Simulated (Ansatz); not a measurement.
We consider antifluorite Be₂C, described by HSE06-D3(BJ) in Ansatz (plane waves, PAW).

Numerical settings: plane-wave cutoff 460 eV, 10×10×10 k mesh, Fermi–Dirac smearing 0.01 eV, scalar-relativistic PAW data made under PBE.

Energies at three volumes about the minimum:

| V (Å³/atom) | E − E_lowest (meV/atom) |
|---|---|
| 6.256 | 2.81 |
| 6.381 | 0.00 |
| 6.577 | 2.54 |

Q: Fit a parabola by hand: where is the minimum, what lattice constant follows, and what is the bulk modulus?

A: Slopes: (0.00 − 2.81)/(6.381 − 6.256) = -22.480 and (2.54 − 0.00)/(6.577 − 6.381) = 12.959 meV/Å³. Curvature E″ = 2 × (12.959 − (-22.480))/(6.577 − 6.256) = 220.804 meV/Å⁶. From the middle of the first interval, the slope vanishes at V0 = 6.3185 − (-22.480)/220.804 = 6.420 Å³/atom. B = V0 E″ = 6.420 × 220.804 meV/Å³ × 0.1602 GPa per meV/Å³ = 227 GPa. With 12 atoms in the cube, a = (12 × 6.420)^(1/3) = 4.255 Å. The full Birch–Murnaghan fit to all volumes gives V0 = 6.417 Å³/atom and B0 = 224 GPa.

Measured, for comparison: lattice constant a 4.34 ± 0.002 Å (temperature not stated, not corrected to a static lattice; as tabulated in Freccero, Grin, Wagner, Dalton Trans. (2023), ESI).

Ansatz is a first-principles code.
